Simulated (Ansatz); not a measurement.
An armchair WSe2 nanoribbon, N = 7, bare edges, relaxed period 5.709 Å, atoms relaxed at each strain.

| strain | energy (meV a period) | axial force (nN) |
|---|---|---|
| -0.015 | +40.0 | -1.49 |
| +0.015 | +38.0 | +1.41 |

The numbers are results of PBE (plane waves to 420 eV, PAW; Ansatz, a program for electronic structure), not measurements. Mesh 1×1×6. No spin polarisation, so a magnetic state wasn't tested. One-dimensional cell, images about 11 Å apart. A hypothetical model, cut from the flat sheet. Only distortions within the start's symmetry and period were free. Values not marked SOC lack spin–orbit coupling. Buckling under compression is shut out by symmetry and the short period. Energies are free energies at a Fermi–Dirac width of 0.02 eV, from the unstrained cell.

Q: Work out the axial stiffness dF/dε in two ways.

A: From the forces: (+1.41 − (-1.49))/0.030 = 96.7 nN. From the energies: (E₊ + E₋)/(ε² c) = 0.0780 eV/(0.015² × 5.709 Å) = 60.72 eV/Å = 97.3 nN. The two agree to within 1 %.
